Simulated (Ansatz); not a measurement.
A (14,0) GaN nanotube has 56 atoms in a period of 5.552 Å, a mean diameter of 14.39 Å, and lies 20 meV/atom over the flat sheet relaxed at the same level.

These are PBE (plane waves to 420 eV, PAW; Ansatz, a first-principles code) values and carry that method's errors. Mesh 1×1×6. No spin polarisation. One-dimensional cell, images about 11 Å apart. A hypothetical model, rolled from the flat sheet. It keeps the symmetry and period of its start, so it need not be a minimum against all distortions.

**Question.** Which bending rigidity of the sheet does this imply in the thin-plate picture?

**Answer.** A plate bent to radius R stores D/(2R²) an area. The area an atom is π × 14.39 × 5.552/56 = 4.48 Å², so the stored energy is 0.020/4.48 = 0.0045 eV/Å². With R = 7.195 Å, D = 2R² × 0.0045 = 0.47 eV.
